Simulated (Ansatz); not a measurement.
Consider HgTe in the zinc blende structure (space group F-43m, No. 216).

```xyz
2
Lattice="0.0000 3.2867 3.2867 3.2867 0.0000 3.2867 3.2867 3.2867 0.0000" Properties=species:S:1:pos:R:3 pbc="T T T"
Te     4.9301     4.9301     4.9301
Hg     0.0000     0.0000     0.0000
```

Computed with Ansatz (a first-principles code), r2SCAN, PAW, cutoff 500 eV, no spin-orbit coupling, earlier PAW set.

Base values:

```
Item               Result
---------------  --------
Volume per atom  35.50 Å³
```

Perturbation: W takes the place of Te on all its sites, then cell and atoms are relaxed.

Tabulated Pauling electronegativity and covalent radius: Te 2.10, 1.38 Å; W 2.36, 1.62 Å.

### Question
Predict the new volume per atom.

### Answer
The volume per atom shrinks by 9.305 Å³ (35.50 Å³ → 26.20 Å³).

Whether these cells are dynamically stable was not tested. As relaxed here, HgW is a hypothetical phase, not in the database extracts checked. The final runs are not spin-polarised.
